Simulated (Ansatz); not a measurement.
Consider the following.

End structure of the (111) surface of fcc Cu, one row in 2 of the top plane missing (bottom of the slab: a bare face, its two planes held):

```
CELL_PARAMETERS angstrom
      2.56680     0.00000     0.00000
     -2.56680     4.44582     0.00000
      0.00000     0.00000    26.50000
ATOMIC_POSITIONS crystal
  Cu 0.33333 0.83333 0.30228
  Cu 0.33333 0.33333 0.30228
  Cu 0.66667 0.66667 0.38137
  Cu 0.66667 0.16667 0.38137
  Cu 0.00030 0.50029 0.46022
  Cu 0.00013 0.00008 0.46004
  Cu 0.33345 0.33319 0.53902
  Cu 0.33608 0.83565 0.53911
  Cu 0.66333 0.16358 0.61903
  Cu 0.67019 0.67029 0.61695
  Cu 0.01144 0.51150 0.69065
```

Slab: 11 atoms, 10.5 Å thick at the start with caps and adatoms (thin: gaps and levels are the slab's own); k 17x9x1, smearing 0.1 eV, dipole-corrected; 4 atoms held, the rest relaxed; no symmetry held; no spin, no spin-orbit, no U. It is one candidate, not shown to be the stable structure of the face.

What work function of the top face does Ansatz (an electronic-structure program) with PBE give?

4.12 eV
